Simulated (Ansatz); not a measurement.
**A series of runs on Sr3Mg (I4/mmm, 4 atoms in the cell)**

```yaml
crystal:
  lattice:
    - [-2.76478, 2.76478, 5.92435]
    - [2.76478, -2.76478, 5.92435]
    - [2.76478, 2.76478, -5.92435]
  atoms:
    - { symbol: Sr, position: [0.50000, 0.50000, 0.00000] }
    - { symbol: Sr, position: [0.25000, 0.75000, 0.50000] }
    - { symbol: Sr, position: [0.75000, 0.25000, 0.50000] }
    - { symbol: Mg, position: [0.00000, 0.00000, 0.00000] }
```

Base run A: Ansatz (a first-principles code) with PBEsol, default PAW files made with PBE, self-consistent single point.

Its settings: basis.ecutwfc = 420 eV; kpoints.mp_grid.grid = 9 9 9; kpoints.mp_grid.shift = 0.5 0.5 0.5; hamiltonian.xc = pbesol; hamiltonian.pseudopotentials = {kind: paw} (the program's default PAW files); scf.occupations.method = cold; scf.occupations.width = 0.136 eV.

The starting cell comes from a database of computed structures (which also holds hypothetical and non-ambient phases and stackings), without a prior relaxation at this level. Ansatz's pressure includes its estimate of the finite-basis (Pulay) stress.

ΔF is the free energy per atom less that of run A. 

```tsv
run	scf.occupations.width	ΔF (meV/atom)	pressure (GPa)	TS (meV/atom)
A	0.136 eV	0.00	-0.61	1.5
B	0.002 eV	0.13	-0.59	0.0
C	0.01 eV	0.11	-0.59	0.0
D	0.025 eV	0.06	-0.59	0.0
E	0.05 eV	0.12	-0.59	-0.3
F	0.1 eV	0.28	-0.60	0.3
G	0.15 eV	-0.17	-0.61	1.9
H	0.2 eV	-0.91	-0.61	3.5
I	0.3 eV	-3.4	-0.62	10.0
J	0.5 eV	-12.7	-0.60	29.8
K	0.8 eV	-37.5	-0.57	85.4
```

Run J against A: The free energy drops by 12.7 meV/atom and the pressure hardly changes (-0.61 to -0.60 GPa).

Run D against A: The free energy stays essentially unchanged (within 1 meV/atom) and the pressure hardly changes (-0.61 to -0.59 GPa).

Run K against A: The free energy drops by 37.5 meV/atom and the pressure hardly changes (-0.61 to -0.57 GPa).

Keys are those of Ansatz 0.2.
